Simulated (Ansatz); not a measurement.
MgCO3 (R-3c, No. 167) was calculated with LDA (PAW; Ansatz, a quantum-chemistry and plane-wave program).

Run with plane-wave cutoff 520 eV, 10×10×10 k mesh, scalar-relativistic PAW data made under PBE.

Cell (relaxed at this level):

```cif
data_C6Mg6O18
_chemical_formula_sum 'Mg6 C6 O18'
_space_group_name_H-M_alt 'R-3c :H'
_space_group_IT_number 167
_space_group_name_Hall '-R 3 2"c'
_cell_length_a 4.59807
_cell_length_b 4.59807
_cell_length_c 14.59233
_cell_angle_alpha 90.000
_cell_angle_beta 90.000
_cell_angle_gamma 120.000
loop_
_atom_site_label
_atom_site_type_symbol
_atom_site_symmetry_multiplicity
_atom_site_Wyckoff_symbol
_atom_site_fract_x
_atom_site_fract_y
_atom_site_fract_z
_atom_site_occupancy
Mg1 Mg 6 b 0.00000 0.00000 0.00000 1
C1 C 6 a 0.00000 0.00000 0.25000 1
O1 O 18 e 0.27836 0.27836 0.75000 1
```
(The calculation used a cell of 10 atoms; values per cell refer to that cell.)

Question: Estimate the Voigt–Reuss–Hill bulk modulus, polycrystal shear modulus (Hill average), Young modulus and Poisson ratio that the calculation returns.

Answer: 
Voigt–Reuss–Hill bulk modulus: 125 GPa
polycrystal shear modulus (Hill average): 73.0 GPa
Young modulus: 183 GPa
Poisson ratio: 0.256

Elastic constants are with the ions relaxed.

The computed numbers hold no vibrational or temperature effects.

The result took about 23 core-minutes (a rough figure).
